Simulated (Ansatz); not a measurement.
System: Mo3Ir (Pm-3n, No. 223, 8 atoms in the cell; start mp-1120). Method: LDA (plane waves, PAW; Ansatz, a quantum-chemistry and plane-wave program).

Numerical settings: plane-wave cutoff 520 eV, 12×12×12 k mesh, Fermi–Dirac smearing 0.05 eV, no spin polarisation, scalar-relativistic PAW data made under PBE.

Cell (relaxed at this level):

```
CELL_PARAMETERS angstrom
      4.91307     0.00000     0.00000
      0.00000     4.91307     0.00000
      0.00000     0.00000     4.91307
ATOMIC_POSITIONS crystal
  Mo 0.50000 0.25000 0.00000
  Mo 0.50000 0.75000 0.00000
  Mo 0.25000 0.00000 0.50000
  Mo 0.75000 0.00000 0.50000
  Mo 0.00000 0.50000 0.25000
  Mo 0.00000 0.50000 0.75000
  Ir 0.50000 0.50000 0.50000
  Ir 0.00000 0.00000 0.00000
```

Question: What does this level give for the bulk modulus?

Answer: 
* **bulk modulus**: 319 GPa

Note: the run has no spin polarisation, so it can have missed a magnetic state; the bulk modulus is −V dP/dV from two relaxed cells at ±2 % in volume; the relaxation could not lower the start's symmetry, so the cell can be a saddle point above a distorted one.

Spin–orbit coupling is not included.

Computed values are for the static lattice.

Cost on a shared machine: very roughly 3 core-minutes.

A start named mp-… is a Materials Project structure, which need not be a measured phase.
